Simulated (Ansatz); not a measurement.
Single solute atoms on Ru sites of hcp Ru, each beside a vacancy: the barrier for the solute to jump into the vacancy out of the basal plane, counted from the relaxed pair on adjacent sites of that sublattice. PBE (Ansatz, a first-principles code, plane waves to 420 eV, PAW), climbing-image NEB, 36 sites, 4×4×4 shifted along c, energies as single points at geometries from a coarser mesh; static nuclei, fixed cell, no finite-size correction. This jump alone does not carry the solute far: the vacancy must also move round it. All rows are spin-restricted. Spin-orbit coupling is left out.

```csv
Solute (5d row),Group,Jump length (Å),Barrier (eV)
Hf,4,2.24,0.56
Os,8,2.62,2.59
Ir,9,2.60,2.50
Pt,10,2.54,?
Au,11,2.45,1.55
```

Problem. Estimate the barrier of Pt by straight interpolation in the group number between its neighbours in the table, and compare with the computed value.

Solution. 2.50 + (1.55 − 2.50) × (10 − 9)/(11 − 9) ≈ 2.02 eV. The computed barrier is 2.11 eV, +0.09 eV from this estimate. Among these 5 solutes the barrier is highest for Os (2.59 eV) and lowest for Hf (0.56 eV).
